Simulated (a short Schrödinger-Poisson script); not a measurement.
# MOS inversion layer, HfO2 on p-type Si(100)

Structure: MOS inversion layer, HfO2 on p-type Si(100), at 300 K.

```tsv
layer	material	thickness (nm)	Na (cm⁻³)
1	HfO2	13	-
2	Si	430	1e18
```

The device is made up for the run: typed textbook-type constants, with dimensions and the other settings drawn at random. HfO2: permittivity 22, conduction-band edge (eV) 1.55, gap (eV) 5.7, electron mass (mₑ) 0.2. Si: permittivity 11.7, conduction-band edge (eV) 0, gap (eV) 1.124, Nv at 300 K (cm⁻³) 3.1e19.

Channel valleys (confinement mass, in-plane density-of-states mass, number): Δ2 0.916, 0.19, 2; Δ4 0.19, 0.417, 4. At the gate the conduction-band edge of layer 1 lies 1.86 eV − eVg above the Fermi level of the channel; the field vanishes at the back. Gaps are held at their typed values at every temperature. Mesh 0.03 nm at interfaces.

From a short Schrödinger-Poisson script (our own, NumPy): 1D Poisson equation in equilibrium, electrons quantum, Hartree (BenDaniel-Duke, 12 states a valley, the channel's in-plane mass for all, wave functions ending at the dielectric), parabolic valleys, classical holes, full ionisation, no traps, pinning or gate leakage.

```csv
Vg (V),electrons (cm⁻²),C (μF/cm²),Δ2 E0 (meV),Δ2 E1 (meV),Δ4 E0 (meV),Δ4 E1 (meV)
0.35,1.54e6,0.276,390.7,465.5,459.7,580.5
0.4,6.81e6,0.270,351.8,428.1,422.2,545.8
0.45,3.05e7,0.265,312.6,390.5,384.5,510.7
0.5,1.38e8,0.260,273.3,352.6,346.4,475.2
0.55,6.31e8,0.256,233.7,314.4,308.2,439.4
0.6,2.89e9,0.260,194.1,276.2,269.8,403.5
0.65,1.29e10,0.294,155.0,238.5,232.0,368.0
0.7,5.20e10,0.415,118.7,203.5,196.9,335.0
0.75,1.61e11,0.636,89.0,175.2,168.6,308.4
0.8,3.56e11,0.837,67.8,155.3,148.7,290.0
0.85,6.15e11,0.966,52.8,141.7,135.2,277.6
0.9,9.13e11,1.05,41.7,132.0,125.6,268.8
0.95,1.24e12,1.10,32.9,124.5,118.2,262.3
1,1.57e12,1.13,25.6,118.6,112.4,257.1
1.05,1.93e12,1.16,19.3,113.7,107.6,253.0
1.1,2.28e12,1.18,13.8,109.5,103.5,249.5
1.15,2.65e12,1.19,8.8,105.9,100.0,246.6
1.2,3.02e12,1.20,4.3,102.6,96.9,244.0
1.25,3.39e12,1.21,0.1,99.7,94.1,241.8
```

Gate voltages with under 1e6 electrons/cm² are left out.

Subbands count from the Fermi level.
